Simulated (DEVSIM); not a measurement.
System: Schottky contact on n-type GaAs, at 300 K.

Layer 1 from the left is GaAs, thickness (μm) 0.330, Nd (cm⁻³) 4.1e15, τn (s) 5e-10, τp (s) 5e-10.

Left contact: Schottky, work function 5.08 eV, emission velocity 7.5e6 cm/s. Right contact: ohmic. Voltage is applied to the left contact. Recombination: SRH at mid-gap, radiative. Mobility is μmin + (μ − μmin)/(1 + (N/Nref)^α).

Constants are typed, rounded textbook-type inputs, not results; the design itself was drawn at random and stands for no fabricated device. Values at 300 K.

GaAs: gap (eV) 1.424, affinity (eV) 4.07, permittivity 12.9, Nc (cm⁻³) 4.7e17, Nv (cm⁻³) 9e18, μn (cm²/Vs) 8500, μp (cm²/Vs) 400, μn,min 500, μp,min 20, Nref,n 6e16, Nref,p 1.5e17, αn 0.39, αp 0.38, B (cm³/s) 2e-10.

Simulated with DEVSIM: 1D drift-diffusion, Boltzmann statistics, complete ionisation; no tunnelling, impact ionisation, image-force lowering or self-heating. Metal contacts follow the ideal Schottky-Mott rule: no Fermi-level pinning, no interface dipoles.

Dark forward current:

```
|V| (V)  |J| (A/cm²)
-------  -----------
0.05        1.868e-9
0.10        6.796e-9
0.15        2.123e-8
0.20        6.798e-8
0.25        2.449e-7
0.30        1.062e-6
0.35        5.586e-6
0.40        3.368e-5
0.45       0.0002187
0.50        0.001469
0.55         0.01001
0.60         0.06850
0.65          0.4688
0.70           3.196
0.75           21.53
0.80           139.2
0.85           775.0
0.90            2965
```

Q: Work out the local ideality factor n = ΔV / (kT/q · ln(J2/J1)) between the rows 0.15 and 0.20 V, 0.60 and 0.65 V, 0.85 and 0.90 V.

A: kT/q = 25.85 mV. From 0.15 to 0.20 V: ln(6.798e-8/2.123e-8) = 1.164, n = 1.66. From 0.60 to 0.65 V: ln(0.4688/0.06850) = 1.923, n = 1.01, near the 1 of diffusion or emission over a barrier. From 0.85 to 0.90 V: ln(2965/775.0) = 1.342, n = 1.44; the layers' resistance at their doping, Σ W/(qμN) = 7.8e-6 Ω cm², would take 17 mV of this step of 50 mV.

Q: Estimate the current at 0.60 V for emission alone, J0 = q v N_band exp(−φB/kT), and read the barrier back from the simulated current.

A: φB = 1.010 eV, N_band = 4.70e17 cm⁻³, J0 = 6.07e-12 A/cm²; J = J0 (exp(qV/kT) − 1) = 0.0731 A/cm². The simulation gives 0.0685 A/cm²; the estimate lies 6.6 % above. Read backwards, the simulated current gives an apparent barrier of 1.012 eV. The estimate leaves out transport through the depletion region and minority injection.
